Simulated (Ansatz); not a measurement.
The structure below was relaxed with PBEsol (Ansatz, an electronic-structure program), scalar-relativistic without spin-orbit coupling, earlier PAW set.

```
SiAs
1.0
   -1.67257     1.67257     6.29951
    1.67257    -1.67257     6.29951
    1.67257     1.67257    -6.29951
Si As
2 2
Direct
  0.50173   0.50173   0.00000
  0.25173   0.75173   0.50000
  0.91427   0.91427   0.00000
  0.66427   0.16427   0.50000
```

Question: Find the space group and the Wyckoff positions.

Answer: Space group I4₁md (No. 109); a = b = 3.345 Å, c = 12.599 Å, α = β = γ = 90.00°

| atom | site | symmetry | x | y | z |
|---|---|---|---|---|---|
| Si | 4a | 2mm. | 0.0000 | 0.0000 | 0.2517 |
| As | 4a | 2mm. | 0.0000 | 0.0000 | 0.6643 |

Question: Describe the coordination.

Answer: The crystal has 8 atoms in its conventional cell. Lattice parameters: a = b = 3.3451 Å, c = 12.5990 Å, α = β = γ = 90.00°. Si is coordinated by 6 As at 2.609–2.644 Å (trigonal prismatic). As is coordinated by 6 Si at 2.609–2.644 Å (trigonal prismatic). (Neighbours: up to the widest gap in distance over summed covalent radii, below 1.35, at either atom.)

Stability against distortions was not tested. All final runs are without spin polarisation. The cell was made from NbAs by this change: Nb → Si; the result is a hypothetical phase, not in the database extracts checked.
